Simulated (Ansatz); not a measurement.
Consider a 24-atom supercell of FeS$_{2}$ (space group Pnnm, No. 58; non-magnetic) at its relaxed geometry.

```xyz
24
Lattice="4.3675 -5.3331 0.0000 4.3675 5.3331 0.0000 -4.3675 0.0000 6.6888" Properties=species:S:1:pos:R:3 pbc="T T T"
Fe     2.1837     2.6666     1.6722
Fe     2.1837     2.6666     5.0166
Fe     2.1837    -2.6666     1.6722
Fe     2.1837    -2.6666     5.0166
Fe     0.0000     0.0000     0.0000
Fe     0.0000     0.0000     3.3444
Fe     4.3675     0.0000     0.0000
Fe     4.3675     0.0000     3.3444
S      3.0886     4.6634     1.6722
S     -1.2789    -0.6697     5.0166
S      3.0886    -0.6697     1.6722
S      3.0886    -0.6697     5.0166
S      5.2723    -1.9969     0.0000
S      0.9048     3.3363     3.3444
S      5.2723     3.3363     0.0000
S      0.9048    -1.9969     3.3444
S      3.4626     1.9969     0.0000
S      3.4626     1.9969     3.3444
S      3.4626    -3.3363     0.0000
S      3.4626    -3.3363     3.3444
S      1.2789     0.6697     1.6722
S      1.2789     0.6697     5.0166
S      5.6464     0.6697     1.6722
S      1.2789    -4.6634     5.0166
```

All numbers come from Ansatz (a quantum-chemistry and plane-wave program) PBEsol, scalar-relativistic without spin-orbit coupling.

One neutral defect a cell, atoms relaxed at fixed cell.

One change was made to it. Results:

```tsv
quantity	base	after
total moment of the cell	–	0.0 μB
largest displacement of a host atom from its site in the perfect cell	–	0.27 Å
pressure	0.0 GPa	12.3 GPa
```

Question: Which of these changes matches the shifts?
(A) Hg on a Fe site
(B) Te on a S site
(C) S vacancy
(D) Li interstitial (started 2.02 Å from the nearest host atom)

Answer: A, Hg on a Fe site. For comparison, the pressure in the other runs: Te on a S site gives 6.5 GPa; Li interstitial (started 2.02 Å from the nearest host atom) gives 5.9 GPa; S vacancy gives -1.7 GPa.

The magnetic state is the one reached from the starting moments; the real material's order can differ, and small cells can't hold many antiferromagnetic ones. In so small a cell the defect repeats every few ångströms: this is an ordered compound, not a dilute defect. The mesh was chosen for an insulator and is coarse for the gapless case. Seeded moments were not kept for Hg on a Fe site, the base, Te on a S site and Li interstitial (started 2.02 Å from the nearest host atom) and more. Spin-polarised in the final run: Hg on a Fe site, Te on a S site, Li interstitial (started 2.02 Å from the nearest host atom) and S vacancy; the other runs are not.
